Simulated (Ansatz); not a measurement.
Ir (Fm-3m): resistivity and electron-phonon coupling

Input:

```yaml
crystal:
  lattice:
    - [0.00000, 1.91493, 1.91493]
    - [1.91493, 0.00000, 1.91493]
    - [1.91493, 1.91493, 0.00000]
  atoms:
    - { symbol: Ir, position: [0.00000, 0.00000, 0.00000] }
```

Calculation: PBEsol, DFPT electron-phonon coupling, linearised Boltzmann equation (plane waves, PAW, scalar-relativistic; Ansatz, a quantum-chemistry and plane-wave program). Cell: relaxed with this functional, without spin-orbit coupling.

```json
{
  "resistivity at 300 K": "4.4 μΩ·cm",
  "resistivity at 77 K": "0.54 μΩ·cm",
  "electron mean free path at 300 K (weighted by the current that each state carries)": "9.0 nm",
  "resistivity times mean free path for one path shared by all states (from the Fermi surface's area)": "3.7 ×10⁻¹⁶ Ω·m²",
  "electron-phonon coupling λ": "0.40",
  "transport coupling λ_tr": "0.45",
  "logarithmic_mean_phonon_energy": "18.4 meV",
  "density of states at the Fermi level": "0.45 states/(eV·spin·cell)",
  "drude_plasma_energy": "10.7 eV",
  "Hall coefficient at 300 K": "4.1 ×10⁻¹¹ m³/C"
}
```

A metal at this level (no band gap). Only scattering by harmonic phonons is included (no impurities, grain boundaries, electron-electron scattering or thermal expansion). Spin-orbit coupling is left out, which matters with elements this heavy. Halving the electron mesh (36x36x36) moves the resistivity by up to 1 % at 300 K, the mean free path by up to 6 %, the coupling by up to 6 %. Smearing 0.20 eV; phonons on a 6x6x6 q mesh, which this run doesn't test and which matters most at low temperature.
